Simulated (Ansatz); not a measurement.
Base system: Pt in the fcc (Cu type) structure (space group Fm-3m, No. 225; a = 3.972 Å; relaxed with 0.1 eV smearing). Axes: x, y, z lie along the cube axes.

Calculations: Kohn–Sham DFT with the PBE functional, run in Ansatz (a program for electronic structure) with PAW and 420 eV plane waves, scalar-relativistic without spin-orbit coupling, earlier PAW set.

It is then changed as follows: an isotropic linear strain of −2.08 %; the atoms relax in the strained cell.

Task: Predict the stress tensor and what it implies for the stiffness.

Result: Stress of the strained cell less that of the base (GPa, compression positive):
```
   18.5     0.0     0.0
    0.0    18.5     0.0
    0.0     0.0    18.5
```

Then B = −ΔP/(ΔV/V₀) with ΔV/V₀ = -0.0611 gives secant stiffness values (nonlinear terms included at this strain): B ≈ 302 GPa.

As a check, the harmonic strain energy −½ V₀ Δσ:ε is 56 meV/atom; the computed energy rise is 52 meV/atom.

Whether these cells are dynamically stable was not tested. The final runs are not spin-polarised.
